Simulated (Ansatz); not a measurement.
Functionals compared on a constructed model of the (100) surface of fcc Ni, ferromagnetic, a pseudomorphic layer of Mn in the host's stacking (bottom of the slab: a bare face, its two planes held), in Ansatz (plane waves, PAW). The structure was relaxed with PBE; the other rows are single points on it. Cutoff 420 eV.

Model: 7-atom slab, 10.9 Å thick at the start, 15x15x1 mesh, Fermi-Dirac 0.1 eV, dipole correction, 2 atoms held, the rest relaxed; symmetry of the start imposed; spin-polarised, ending with about 7.3 μB a cell; orders that need a larger cell were not tried, no spin-orbit, no U. It is one candidate, not shown to be the stable structure of the face. These notes are the PBE run's.

```tsv
functional	work function of the top face (eV)	magnetic moment of the cell (μB)	rough cost of the single point
PBE	4.40	7.30	–
RPBE	…	7.45	about 2.7 core-minutes (a rough figure)
```

**Question.** Complete the blanks.

**Answer.** 
- RPBE, work function of the top face (eV): 4.23

Ansatz is a program for electronic structure.
